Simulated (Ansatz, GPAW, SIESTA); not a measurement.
## V3Sn (Pm-3n, 8 atoms in the cell) computed with different codes at matched settings

Self-consistent single point.

```
V3Sn
1.0
    4.81661     0.00000     0.00000
    0.00000     4.81661     0.00000
    0.00000     0.00000     4.81661
V Sn
6 2
Cartesian
  2.40830   1.20415   0.00000
  2.40830   3.61246   0.00000
  1.20415   0.00000   2.40830
  3.61246   0.00000   2.40830
  0.00000   2.40830   1.20415
  0.00000   2.40830   3.61246
  2.40830   2.40830   2.40830
  0.00000   0.00000   0.00000
```

Shared settings, as Ansatz (a quantum-chemistry and plane-wave program) writes them: kpoints.mp_grid.grid = 6 6 6; scf.occupations.method = fermi_dirac; scf.occupations.width = 0.1 eV. Potentials and cutoffs stand in the table.

| code | model | pressure (GPa) | cutoff |
|---|---|---|---|
| GPAW | LDA (Perdew-Wang 92), GPAW PAW datasets LDA (gpaw-data 1.0.1) | 4.69 | 850 eV |
| Ansatz | LDA (PW92), PAW files made with PBE | 4.31 | 420 eV |
| SIESTA | LDA PW92, numerical atomic orbitals DZP, PseudoDojo LDA standard norm-conserving potentials (rewritten from UPF to PSML) | 2.20 | grid 400 Ry |

On Ansatz's run: spin polarisation is off.

The spread over the programs that give each value: pressure within 2.49 GPa.

SIESTA uses small atom-centred bases, whose incompleteness enters pressures, forces and empty levels differently from a plane-wave cutoff. Ansatz's pressure is given at a fixed set of plane waves, as the other plane-wave codes print theirs; with its correction for the finite basis it is 4.41 GPa. In the pressure, SIESTA (by 2.30) lies more than 1 GPa from the median of the plane-wave programs.

On the base mesh (5 5 5) the same programs gave: Ansatz pressure 4.41 GPa; GPAW pressure 4.77 GPa; SIESTA pressure 2.32 GPa.

The starting cell comes from a database of computed structures (which also holds hypothetical and non-ambient phases and stackings), without a prior relaxation at this level. Its lattice was rescaled by a random factor within 2.5 % of one.

Keys are those of Ansatz 0.2.
